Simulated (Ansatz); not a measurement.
The starting structures come from a database of crystals and need not be the phases stable at ambient conditions.

 Where the default PAW files enter, the runs use the earlier of Ansatz's two default sets.

# Evanescent states of Sr₂BBrN₂ (R-3m, not sure to be the ambient phase, 6 atoms a cell, 22.1 Å³ an atom) along the normal of (001)

The numbers are results of r2SCAN (plane waves, PAW; Ansatz, a program for electronic structure), not measurements.

No gap correction and no spin-orbit coupling; mid-gap values are interpolated between computed energies.

Energies count from the valence-band top; κ is the least over a 12×12 mesh across the current.

```csv
E (eV),κ (1/Å),where
0.07,0.298,off Γ
0.21,0.322,off Γ
0.35,0.341,off Γ
0.49,0.356,off Γ
0.63,0.369,off Γ
0.77,0.377,Γ
0.91,0.371,Γ
1.05,0.363,Γ
1.19,0.354,Γ
1.33,0.344,Γ
1.47,0.332,Γ
1.61,0.319,Γ
1.75,0.304,Γ
1.89,0.287,Γ
2.03,0.268,Γ
2.17,0.246,Γ
2.31,0.219,Γ
2.45,0.186,Γ
2.59,0.144,Γ
2.73,0.074,Γ
```

How thick must the barrier be to attenuate the transmission by 10^6 when the electrodes' Fermi level lies at 1.33 eV, and what attenuation does that film give at 0.63 eV?

d = 6 ln 10 / (2 × 0.344) = 20.1 Å. At 0.63 eV it gives 6 × 0.369/0.344 = 6.4 decades.
